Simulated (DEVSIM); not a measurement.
Structure: Schottky contact on n-type Si, at 300 K.

Layer 1 from the left is Si, thickness (μm) 18.0, Nd (cm⁻³) 1.9e15, τn (s) 0.00044, τp (s) 0.00044.

Left contact: Schottky, work function 4.94 eV, emission velocity 2.5e6 cm/s. Right contact: ohmic. Voltage is applied to the left contact. Recombination: SRH at mid-gap. Mobility is constant in doping.

This is a model device: material constants are rounded textbook-type values typed into the input, and sizes, dopings and lifetimes were drawn at random. Values at 300 K.

Si: gap (eV) 1.124, affinity (eV) 4.05, permittivity 11.7, Nc (cm⁻³) 2.86e19, Nv (cm⁻³) 3.1e19, μn (cm²/Vs) 1417, μp (cm²/Vs) 470.

DEVSIM, 1D drift-diffusion, Boltzmann statistics, complete ionisation; no tunnelling, impact ionisation, image-force lowering or self-heating. Metal contacts follow the ideal Schottky-Mott rule: no Fermi-level pinning, no interface dipoles.

Dark forward current:

| |V| (V) | |J| (A/cm²) |
|---|---|
| 0.05 | 6.955e-8 |
| 0.10 | 5.482e-7 |
| 0.15 | 3.843e-6 |
| 0.20 | 2.650e-5 |
| 0.25 | 0.0001821 |
| 0.30 | 0.001249 |
| 0.35 | 0.008539 |
| 0.40 | 0.05777 |
| 0.45 | 0.3725 |
| 0.50 | 1.953 |
| 0.55 | 6.486 |
| 0.60 | 14.07 |
| 0.65 | 23.87 |
| 0.70 | 35.41 |
| 0.75 | 48.47 |
| 0.80 | 62.93 |
| 0.85 | 78.71 |
| 0.90 | 95.75 |
| 0.95 | 114.0 |
| 1.00 | 133.5 |
| 1.05 | 154.1 |
| 1.10 | 175.9 |
| 1.15 | 198.7 |
| 1.20 | 222.6 |
| 1.25 | 247.5 |
| 1.30 | 273.4 |

Question: Work out the local ideality factor n = ΔV / (kT/q · ln(J2/J1)) between the rows 0.15 and 0.20 V, 1.25 and 1.30 V.

Answer: kT/q = 25.85 mV. From 0.15 to 0.20 V: ln(2.650e-5/3.843e-6) = 1.931, n = 1.00, near the 1 of diffusion or emission over a barrier. From 1.25 to 1.30 V: ln(273.4/247.5) = 0.100, n = 19.43.

Question: Estimate the current at 0.30 V for emission alone, J0 = q v N_band exp(−φB/kT), and read the barrier back from the simulated current.

Answer: φB = 0.890 eV, N_band = 2.86e19 cm⁻³, J0 = 1.28e-8 A/cm²; J = J0 (exp(qV/kT) − 1) = 0.00140 A/cm². The simulation gives 0.00125 A/cm²; the estimate lies 12 % above. Read backwards, the simulated current gives an apparent barrier of 0.893 eV. The estimate leaves out transport through the depletion region and minority injection.
